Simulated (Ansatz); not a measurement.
Levels about the gap of amorphous In9Ga9Zn9O37Na2 (66 atoms in a cell of 836 Å³, 5.73 g/cm³; zone centre alone, so wide bands show as single levels with stretches between that a denser mesh fills), at the geometry that PBE relaxed, where it gives 3.0 GPa on a denser mesh. The participation number counts the atoms over which a state spreads; weights are charges in smoothed Voronoi cells. The levels come from a single point, so bond lengths are those of that geometry. Method of the levels: PBE, scalar-relativistic without spin-orbit coupling (Ansatz, a program for electronic structure). Sampling: the zone centre alone; Fermi-Dirac width 0.02 eV; no spin polarisation.

It comes from a melt-quench run on a machine-learned potential (CHGNet), relaxed afterwards by DFT. O atoms were pushed apart under 1.9 Å during the dynamics, to hinder bonds among them. The hot cell started wider than the set density and was brought back towards it in steps. It is the lowest in DFT energy of 2 quenches. It is a model cell: composition and starting density were chosen by hand, and all elements were melted together. No dispersion term was used. Its density started from a set value of 5.73 and ended at 5.73 g/cm³. Cooling (nominally 320 K/ps over its main leg) ran many orders faster than in experiment, which tends to leave more defects and strain. Values belong to this one cell and scatter from quench to quench. The volume was held where the preparation left it and the shape relaxed, at a PBE pressure of 3.0 GPa. Stress components on the final sampling reach 3.2 GPa.

```csv
"E - E(highest filled), eV",filling,participation number,largest on,weight O,weight In,weight Zn,weight Ga
-0.34,filled,23.1,"O, 4 neighbours",0.87,0.02,0.10,0.02
-0.30,filled,7.7,"O, 4 neighbours",0.89,0.01,0.08,0.01
-0.28,filled,24.6,"O, 4 neighbours",0.82,0.02,0.14,0.02
-0.19,filled,25.8,"O, 4 neighbours",0.80,0.02,0.16,0.01
-0.13,filled,14.0,"O, 4 neighbours",0.83,0.02,0.14,0.01
-0.08,filled,10.8,"O, 3 neighbours",0.84,0.02,0.13,0.02
0.00,filled,16.9,"O, 3 neighbours",0.81,0.01,0.16,0.02
0.82,empty,58.5,"In, 6 neighbours",0.50,0.23,0.13,0.12
3.30,empty,28.5,"In, 6 neighbours",0.57,0.30,0.07,0.04
3.58,empty,24.5,"In, 5 neighbours",0.56,0.31,0.06,0.06
3.70,empty,23.4,"In, 5 neighbours",0.58,0.29,0.04,0.08
3.84,empty,33.1,"In, 6 neighbours",0.57,0.28,0.07,0.07
4.12,empty,34.3,"In, 5 neighbours",0.54,0.26,0.09,0.09
4.21,empty,33.1,"In, 6 neighbours",0.53,0.30,0.08,0.06
```

Most localised among these is the filled level at -0.30 eV, on a O atom, which has 4 neighbours (Zn 1.95 Å, Zn 2.00 Å, In 2.11 Å, Na 2.69 Å).
